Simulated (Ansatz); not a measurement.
Given:

```yaml
crystal:
  lattice:
    - [3.97751, -0.01990, 0.00000]
    - [-0.01990, 3.97751, 0.00000]
    - [0.00000, 0.00000, 3.98799]
  atoms:
    - { symbol: K, position: [0.50000, 0.50000, 0.50000] }
    - { symbol: Ta, position: [0.00000, 0.00000, 0.00000] }
    - { symbol: O, position: [0.00000, 0.50000, 0.00000] }
    - { symbol: O, position: [0.50000, 0.00000, 0.00000] }
    - { symbol: O, position: [0.00000, 0.00000, 0.50000] }
```

Method: PBEsol with spin-orbit coupling, rigid bands (plane waves, PAW; Ansatz, an electronic-structure program). Condition of this run: uniaxial stress along [110] of 2 GPa (compression positive) (the target of the relaxation). How the cell was made: cell and atoms relaxed with PBEsol, then loaded as said.

Predict the electron conductivity mass (n e² τ/σ) at 300 K, by direction if it differs.

0.47 (x), 0.47 (y), 0.45 (z) mₑ.

What conductivity effective mass do dilute holes have at 300 K?

2.1 (x), 2.1 (y), 1.98 (z) mₑ.

And the band gap?

1.99 eV at this level; semilocal functionals usually fall short of the measured gap.

Rigid bands, one relaxation time for all states, no polarons.
